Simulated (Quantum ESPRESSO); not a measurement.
Worked example: self-consistent single point of ZrNbCo4 (F-43m, 6 atoms in the cell) in Quantum ESPRESSO.

Computed with LDA (PZ), PSlibrary PAW (LDA) pseudopotentials (plane waves; Quantum ESPRESSO 7.5).

```
CELL_PARAMETERS angstrom
      0.00000     3.40939     3.40939
      3.40939     0.00000     3.40939
      3.40939     3.40939     0.00000
ATOMIC_POSITIONS crystal
  Zr 0.00000 0.00000 0.00000
  Nb 0.75000 0.75000 0.75000
  Co 0.37469 0.37469 0.37469
  Co 0.87593 0.37469 0.37469
  Co 0.37469 0.37469 0.87593
  Co 0.37469 0.87593 0.37469
```
Moments meant for the start (each program seeds them in its own way; μB, in the order of the atoms Zr Nb Co Co Co Co): 0.0 0.0 3.0 3.0 3.0 3.0.

Reference input (self-consistent single point, DFT, LDA (PZ), plane waves, PSlibrary PAW (LDA) pseudopotentials): ecutwfc = 55 Ry; ecutrho = 330 Ry; occupations = smearing; smearing = marzari-vanderbilt; degauss = 0.0073499 Ry; nspin = 2; K_POINTS = automatic 5 5 5 0 0 0; conv_thr = 1e-10 Ry; mixing_beta = 0.4. This run's input differs from it in these lines:

```diff
@@ -16,3 +16,3 @@
   smearing = 'marzari-vanderbilt',
-  degauss = 0.0073499,
+  degauss = 0.02205,
   nspin = 2,
@@ -40,3 +40,3 @@
 K_POINTS automatic
-5 5 5  0 0 0
+6 6 6  0 0 0
```

Output (repeated stretches shortened):

```
     Self-consistent Calculation

     iteration #  1     ecut=    55.00 Ry     beta= 0.40

     total energy              =   -1254.18082521 Ry
     estimated scf accuracy    <       1.52699518 Ry

     total magnetization       =     3.94 Bohr mag/cell
     absolute magnetization    =     4.60 Bohr mag/cell

     iteration #  2     ecut=    55.00 Ry     beta= 0.40

     total energy              =   -1253.82470930 Ry
     estimated scf accuracy    <      16.97076149 Ry

     total magnetization       =     6.00 Bohr mag/cell
     absolute magnetization    =     7.18 Bohr mag/cell

     iteration #  3     ecut=    55.00 Ry     beta= 0.40

   [... lines left out ...]
     estimated scf accuracy    <          4.6E-10 Ry

     total magnetization       =     0.00 Bohr mag/cell
     absolute magnetization    =     0.00 Bohr mag/cell

     iteration # 27     ecut=    55.00 Ry     beta= 0.40

     Magnetic moment per site  (integrated on atomic sphere of radius R)
     atom   1 (R=0.242)  charge=  9.6281  magn=  0.0000
     atom   2 (R=0.242)  charge= 10.6820  magn=  0.0000
     atom   3 (R=0.206)  charge=  7.5114  magn= -0.0000
     atom   4 (R=0.206)  charge=  7.5114  magn= -0.0000
     atom   5 (R=0.206)  charge=  7.5114  magn= -0.0000
     atom   6 (R=0.206)  charge=  7.5114  magn= -0.0000
     End of self-consistent calculation

     the Fermi energy is    15.6942 ev

!    total energy              =   -1254.94738802 Ry
     estimated scf accuracy    <          4.3E-11 Ry
     smearing contrib. (-TS)   =       0.00284243 Ry
     internal energy E=F+TS    =   -1254.95023044 Ry

     total magnetization       =    -0.00 Bohr mag/cell
     absolute magnetization    =     0.00 Bohr mag/cell

     convergence has been achieved in  27 iterations

     Forces acting on atoms (cartesian axes, Ry/au):

     atom    1 type  1   force =     0.00000000    0.00000000    0.00000000
     atom    2 type  2   force =     0.00000000    0.00000000    0.00000000
     atom    3 type  3   force =     0.00037763    0.00037763    0.00037763
     atom    4 type  3   force =     0.00037763   -0.00037763   -0.00037763
   [... lines left out ...]

     Total force =     0.001308     Total SCF correction =     0.000004

          total   stress  (Ry/bohr**3)                   (kbar)     P=     -150.47
  -0.00102289   0.00000000  -0.00000000         -150.47        0.00       -0.00
   0.00000000  -0.00102289   0.00000000            0.00     -150.47        0.00
   0.00000000   0.00000000  -0.00102289            0.00        0.00     -150.47

   JOB DONE.
```

The run converged in 27 iterations. Against the reference run the free energy hardly moves (within 1 meV/atom), the pressure goes from -14.68 to -15.05 GPa, the largest force goes from 0.024 to 0.017 eV/Å and the size of the net moment goes from 0.18 to 0.00 μB/atom. The full log also holds: “c_bands:  1 eigenvalues not converged”.

The starting cell comes from a database of computed structures (which also holds hypothetical and non-ambient phases and stackings), without a prior relaxation at this level. The starting moments vanished: the run ended non-magnetic, which need not be the lowest state. With a pressure of about -15 GPa the cell is away from its equilibrium volume at this level.

Cost on one core of a shared machine: roughly 9 min.
